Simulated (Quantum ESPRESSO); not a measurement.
Worked example: self-consistent single point of BaTe (Fm-3m, 2 atoms in the cell) in Quantum ESPRESSO.

Method of the run: PBE, PseudoDojo standard norm-conserving (PBE) pseudopotentials (plane waves; Quantum ESPRESSO).

```
BaTe
1.0
    0.00000     3.50000     3.50000
    3.50000     0.00000     3.50000
    3.50000     3.50000     0.00000
Ba Te
1 1
Direct
  0.00000   0.00000   0.00000
  0.50000   0.50000   0.50000
```

Reference input (self-consistent single point, DFT, PBE, plane waves, PseudoDojo standard norm-conserving (PBE) pseudopotentials): ecutwfc = 85 Ry; occupations = smearing; smearing = fermi-dirac; degauss = 0.000734986 Ry; potentials = {Ba: Ba.upf, Te: Te.upf}; K_POINTS = automatic 8 8 8 0 0 0; conv_thr = 1e-10 Ry; mixing_beta = 0.4. This run's input differs from it in these lines:

```diff
@@ -28,3 +28,3 @@
 K_POINTS {automatic}
-8 8 8  0 0 0
+4 4 4  0 0 0
 CELL_PARAMETERS {angstrom}
```

Log, with long lists cut:

```
     Self-consistent Calculation

     iteration #  1     ecut=    85.00 Ry     beta= 0.40

     Threshold (ethr) on eigenvalues was too large:
     Diagonalizing with lowered threshold

     total energy              =    -265.82941798 Ry
     estimated scf accuracy    <       0.03785350 Ry

     iteration #  2     ecut=    85.00 Ry     beta= 0.40

     total energy              =    -265.83343455 Ry
     estimated scf accuracy    <       0.00574108 Ry

     iteration #  3     ecut=    85.00 Ry     beta= 0.40

     total energy              =    -265.83466814 Ry
     estimated scf accuracy    <       0.00096388 Ry

   [... 6 blocks of this kind left out ...]

     iteration # 10     ecut=    85.00 Ry     beta= 0.40

     total energy              =    -265.83490328 Ry
     estimated scf accuracy    <          4.5E-10 Ry

     iteration # 11     ecut=    85.00 Ry     beta= 0.40
     End of self-consistent calculation

     the Fermi energy is     7.2074 ev

!    total energy              =    -265.83490328 Ry
     estimated scf accuracy    <          2.3E-11 Ry
     smearing contrib. (-TS)   =       0.00000000 Ry
     internal energy E=F+TS    =    -265.83490328 Ry

     convergence has been achieved in  11 iterations

     Forces acting on atoms (cartesian axes, Ry/au):

     atom    1 type  1   force =     0.00000000    0.00000000    0.00000000
     atom    2 type  2   force =    -0.00000000    0.00000000    0.00000000

     Total force =     0.000000     Total SCF correction =     0.000000

          total   stress  (Ry/bohr**3)                   (kbar)     P=        8.46
   0.00005750  -0.00000000  -0.00000000            8.46       -0.00       -0.00
  -0.00000000   0.00005750  -0.00000000           -0.00        8.46       -0.00
  -0.00000000  -0.00000000   0.00005750           -0.00       -0.00        8.46

   JOB DONE.
```

The run converged in 11 iterations. Against the reference run the free energy goes up by 4.3 meV/atom, the pressure moves little (0.79 to 0.85 GPa) and the gap on the mesh moves little (1.604 to 1.598 eV).

The starting cell has typed, rounded lattice constants, without a prior relaxation at this level. Spin-orbit coupling is off.

Cost on one core of a shared machine: roughly 30 s.
